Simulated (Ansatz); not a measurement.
**SiO2 (Ama2, No. 40, 12 atoms in the cell; start mp-554573; a measured phase of this formula has another space group)**

Level of theory: r²SCAN (plane waves, PAW; Ansatz, a first-principles code).

Settings: plane-wave cutoff 560 eV, 4×8×8 k mesh (along the axes of the cell as run), Fermi–Dirac smearing 0.01 eV, scalar-relativistic PAW data made under PBE.

Cell (relaxed at this level):

```cif
data_O16Si8
_chemical_formula_sum 'Si8 O16'
_space_group_name_H-M_alt 'Ama2'
_space_group_IT_number 40
_space_group_name_Hall 'A 2 -2a'
_cell_length_a 8.29062
_cell_length_b 8.79358
_cell_length_c 4.97707
_cell_angle_alpha 90.000
_cell_angle_beta 90.000
_cell_angle_gamma 90.000
loop_
_atom_site_label
_atom_site_type_symbol
_atom_site_symmetry_multiplicity
_atom_site_Wyckoff_symbol
_atom_site_fract_x
_atom_site_fract_y
_atom_site_fract_z
_atom_site_occupancy
Si1 Si 8 c 0.06266 0.33548 0.00449 1
O1 O 4 a 0.00000 0.00000 0.60311 1
O2 O 8 c 0.04214 0.21613 0.24765 1
O3 O 4 b 0.75000 0.15715 0.41962 1
```
(The calculation used a cell of 12 atoms; values per cell refer to that cell.)

```json
{
 "band_gap": "6.41 eV (direct)"
}
```

Computed values are for the static lattice.

Cost on a shared machine: about 3 core-minutes (a rough figure).

A start named mp-… is a Materials Project structure, which need not be a measured phase.
